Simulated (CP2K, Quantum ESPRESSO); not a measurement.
# Equation of state of rock-salt CaO (space group 225): energy against volume (CP2K, PBE)

```yaml
crystal:
  lattice:
    - [3.34071, 0.00000, 0.00000]
    - [1.67035, 2.89314, 0.00000]
    - [1.67035, 0.96438, 2.72768]
  atoms:
    - { symbol: Ca, position: [0.00000, 0.00000, 0.00000] }
    - { symbol: O, position: [0.50000, 0.50000, 0.50000] }
```

Level of theory: CP2K with PBE, GPW, DZVP-MOLOPT-SR-GTH basis, GTH-PBE potentials (GTH_POTENTIALS). Settings: CUTOFF = 650 Ry; REL_CUTOFF = 40 Ry; SMEAR/METHOD = FERMI_DIRAC; ELECTRONIC_TEMPERATURE = 116.05 K; KPOINTS/SCHEME = MONKHORST-PACK 12 12 12; GAMMA_CENTERED = T; XC_FUNCTIONAL = PBE; Ca/BASIS_SET = DZVP-MOLOPT-SR-GTH-q10; Ca/POTENTIAL = GTH-PBE-q10; O/BASIS_SET = DZVP-MOLOPT-SR-GTH-q6; O/POTENTIAL = GTH-PBE-q6; METHOD = GPW; EPS_DEFAULT = 1e-10; NGRIDS = 5; SCF_GUESS = ATOMIC; EPS_SCF = 1e-06. The cell above is the first row's. The rows scale it uniformly. In all rows fractional positions and the k mesh are held. E is the free energy at the stated smearing, counted from the lowest row.

```csv
V (Å^3/atom),E (meV/atom)
13.182,?
13.468,16.83
13.755,6.99
14.041,1.50
14.328,0.00
14.614,2.09
14.901,7.43
15.188,15.70
15.474,26.69
```

The 8 complete rows are fitted with the third-order Birch-Murnaghan form, a cubic in V^(-2/3), E against V. With u = V^(-2/3) - 0.169, the rows have u = 0.007657, 0.005191, 0.002818, 0.000516, -0.001703, -0.003858, -0.005945, -0.007961. Least squares gives E = 0.175 - 515.86·u + 352430·u² - 123970·u³. Residuals (row less fit): -0.002, 0.013, -0.017, -0.003, 0.014, 0.012, -0.024, 0.010; standard error 0.019 (degrees of freedom: 4). Its minimum lies at u = 0.000732, so V0 = (0.169732)^(-3/2) = 14.30. There d²E/du² = 704300 and d³E/du³ = -743800, so B0 = (4/9) × 14.30^(-7/3) × 704300 × 0.160218 = 101 GPa (the last factor turns the table's units into GPa), and B0' = 4 + (2/3) × 0.169732 × (-743800)/704300 = 3.9. The program's pressures in the fitted runs (not shown) pass through zero at V = 14.30, 0.01 % from this V0.

What does the fit predict for E at V = 13.182, and how far is the calculated value from it?

u = 0.010203, so E = 0.175 - 515.86 × 0.010203 + 352430 × 0.010203² - 123970 × 0.010203³ = 31.468 meV/atom. The calculation gives 31.70 meV/atom, 0.232 meV/atom above the prediction (0.7 % of the range of E in the table). The row lies outside the fitted rows, so this is an extrapolation. From the scatter of the fitted rows alone, a prediction at this place has a standard error of 0.057 meV/atom, so the miss is 4.1 times that.

Carrying the step between the two nearest rows on in a straight line would have given 26.64, off by 5.06; series whose last step already gives the withheld value aren't shown. The scan was laid around a cell of about the measured size, scaled by a guess for this functional. The runs keep the symmetry of the cell, so they don't test it for distortions. A plane-wave scan with the same functional (Quantum ESPRESSO, GBRV) gives V0 = 14.10 Å^3/atom and B0 = 105 GPa; a Birch-Murnaghan fit to all rows here lies 1.4 % from it in V0 and -4 % in B0; the two differ in basis, and may differ in potentials and mesh. Values carry the incompleteness of an atom-centred basis. Cutoffs and mesh are single choices, not tested for convergence of this quantity. Series with a scatter that would blur these digits, or in which a gap closes, are not shown. Nor are scans whose minimum lies at an end fitted in this form.

Terms beyond the fitted order, or numerical noise in single rows, can give a miss of this size; the table doesn't tell which.
